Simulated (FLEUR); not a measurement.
Equation of state of zinc-blende BeS (space group 216): energy against volume (FLEUR, PBE)

```yaml
crystal:
  lattice:
    - [0.00000, 2.39170, 2.39170]
    - [2.39170, 0.00000, 2.39170]
    - [2.39170, 2.39170, 0.00000]
  atoms:
    - { symbol: Be, position: [0.00000, 0.00000, 0.00000] }
    - { symbol: S, position: [0.75000, 0.75000, 0.75000] }
```

Method of the run: PBE, all-electron FLAPW (FLEUR), scalar-relativistic valence in FLEUR. Settings: Kmax = 5.13 1/bohr; GmaxXC = 25.6 1/bohr; xcFunctional = pbe; jspins = 1; l_soc = F; mode = hist; fermiSmearingEnergy = 0.00036749 Htr; mesh (inpgen div1-3) = 12 12 12; inpgen gamma flag = true; Gmax = 25.6 1/bohr; numbands = 0; maxIterBroyd = 99; imix = Anderson; alpha = 0.05; precondParam = 0; minDistance = 1e-05 me/bohr^3. The cell above is the first row's. The rows scale it uniformly. In all rows fractional positions and the k mesh are held. E is the free energy at the stated smearing, counted from the lowest row.

| V (Å^3/atom) | E (meV/atom) |
|---|---|
| 13.681 | ? |
| 13.979 | 5.83 |
| 14.276 | 1.00 |
| 14.573 | 0.00 |
| 14.871 | 2.46 |
| 15.168 | 8.07 |
| 15.466 | 16.52 |
| 15.763 | 27.56 |
| 16.060 | 40.94 |

The 8 complete rows are fitted with the third-order Birch-Murnaghan form, a cubic in V^(-2/3), E against V. With u = V^(-2/3) - 0.164, the rows have u = 0.008325, 0.005927, 0.003610, 0.001364, -0.000802, -0.002905, -0.004935, -0.006902. Least squares gives E = 5.615 - 2773.31·u + 338081·u² - 227957·u³. Residuals (row less fit): 0.003, -0.007, 0.001, -0.001, 0.013, -0.010, -0.002, 0.003; standard error 0.009 (degrees of freedom: 4). Its minimum lies at u = 0.004119, so V0 = (0.168119)^(-3/2) = 14.51. There d²E/du² = 670500 and d³E/du³ = -1368000, so B0 = (4/9) × 14.51^(-7/3) × 670500 × 0.160218 = 93.0 GPa (the last factor turns the table's units into GPa), and B0' = 4 + (2/3) × 0.168119 × (-1368000)/670500 = 3.8.

Problem. Predict the withheld E at V = 13.681 from the fit, and compare with the calculation.

Solution. u = 0.010819, so E = 5.615 - 2773.31 × 0.010819 + 338081 × 0.010819² - 227957 × 0.010819³ = 14.895 meV/atom. The calculation gives 14.89 meV/atom, which the fit meets to the printed digits. The row lies outside the fitted rows, so this is an extrapolation. From the scatter of the fitted rows alone, a prediction at this place has a standard error of 0.028 meV/atom, so the miss is 0.2 times that.

Carrying the step between the two nearest rows on in a straight line would have given 10.68, off by 4.21; series whose last step already gives the withheld value aren't shown. The scan was laid around a cell of about the measured size, scaled by a guess for this functional. The runs keep the symmetry of the cell, so they don't test it for distortions. Values depend on the basis (sphere radii, cutoffs, local orbitals), which need not be converged. Cutoffs and mesh are single choices, not tested for convergence of this quantity. Series with a scatter that would blur these digits, or in which a gap closes, are not shown. Nor are scans whose minimum lies at an end fitted in this form.
